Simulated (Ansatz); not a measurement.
# HfSiO$_{4}$ (space group I4_1/amd, No. 141)

```cif
data_Hf2O8Si2
_chemical_formula_sum 'O8 Si2 Hf2'
_space_group_name_H-M_alt 'P 1'
_space_group_IT_number 1
_cell_length_a 5.52952
_cell_length_b 5.52952
_cell_length_c 5.52952
_cell_angle_alpha 106.951
_cell_angle_beta 106.951
_cell_angle_gamma 114.638
loop_
_space_group_symop_operation_xyz
  'x, y, z'
loop_
_atom_site_label
_atom_site_type_symbol
_atom_site_fract_x
_atom_site_fract_y
_atom_site_fract_z
_atom_site_occupancy
O1 O 0.13525 0.31987 0.81538 1
O2 O 0.61475 0.93013 0.68462 1
O3 O 0.24550 0.93013 0.31538 1
O4 O 0.50450 0.31987 0.18462 1
O5 O 0.68013 0.86475 0.18462 1
O6 O 0.06987 0.75450 0.68462 1
O7 O 0.06987 0.38525 0.31538 1
O8 O 0.68013 0.49550 0.81538 1
Si1 Si 0.50000 0.50000 0.00000 1
Si2 Si 0.25000 0.75000 0.50000 1
Hf1 Hf 0.75000 0.25000 0.50000 1
Hf2 Hf 0.00000 0.00000 0.00000 1
```

Method: r2SCAN (Ansatz, a first-principles code; PAW; 500 eV plane waves; spin-orbit coupling left out). Γ-centred 6×6×6 mesh, Fermi–Dirac width 0.05 eV.

| Quantity | Result |
|---|---|
| Volume per atom | 10.78 Å³ |
| Density | 6.95 g/cm³ |
| Band gap | 6.01 eV (uncertain: the edges found on the path are not clean extrema) |
| Total energy | -3109.461 eV/atom (σ→0; compares only within this code and set-up) |

Spin-orbit coupling, missing from the scalar runs, can matter with Hf. Stability against distortions was not tested.
